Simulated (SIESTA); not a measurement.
Band structure of LaB6 (Pm-3m, 7 atoms in the cell).

```
CELL_PARAMETERS angstrom
      4.18625     0.00000     0.00000
      0.00000     4.18625     0.00000
      0.00000     0.00000     4.18625
ATOMIC_POSITIONS crystal
  La 0.00000 0.00000 0.00000
  B  0.80012 0.50000 0.50000
  B  0.19988 0.50000 0.50000
  B  0.50000 0.80012 0.50000
  B  0.50000 0.19988 0.50000
  B  0.50000 0.50000 0.80012
  B  0.50000 0.50000 0.19988
```

Method: SIESTA 5.4.2 with GGA PBE, numerical atomic orbitals DZP, PseudoDojo PBE standard norm-conserving potentials (rewritten from UPF to PSML).

Settings: XC.functional = GGA; XC.authors = PBE; potentials = PseudoDojo PBE standard; PAO.BasisSize = DZP; PAO.EnergyShift = 0.01 Ry; MeshCutoff = 300 Ry; kgrid.MonkhorstPack = 7 7 7; OccupationFunction = MP; OccupationMPOrder = 0; ElectronicTemperature = 136 meV; MaxSCFIterations = 150; SCF.Mixer.Method = Pulay; SCF.Mixer.Weight = 0.2; SCF.Mixer.History = 6.

The starting cell comes from a database of computed structures (which also holds hypothetical and non-ambient phases and stackings), without a prior relaxation at this level. Its lattice was rescaled by a random factor within 2.5 % of one. Values carry the incompleteness of an atom-centred basis.

Levels in eV from the Fermi level, bands 11 to 16:
| point | 11 | 12 | 13 | 14 | 15 | 16 |
|---|---|---|---|---|---|---|
| Γ | -7.11 | -2.08 | -2.08 | -2.08 | 0.94 | 0.94 |
| X | -3.50 | -3.50 | -3.34 | -2.79 | -1.43 | 1.16 |
| M | -4.62 | -4.62 | -2.96 | -2.96 | 1.89 | 1.89 |
| R | -4.92 | -2.54 | -2.54 | -2.54 | 3.52 | 3.52 |

Bands cross the Fermi level along this path, so the cell is metallic at this level.

Higher empty bands are left out: an atom-centred basis made for the valence describes them poorly.
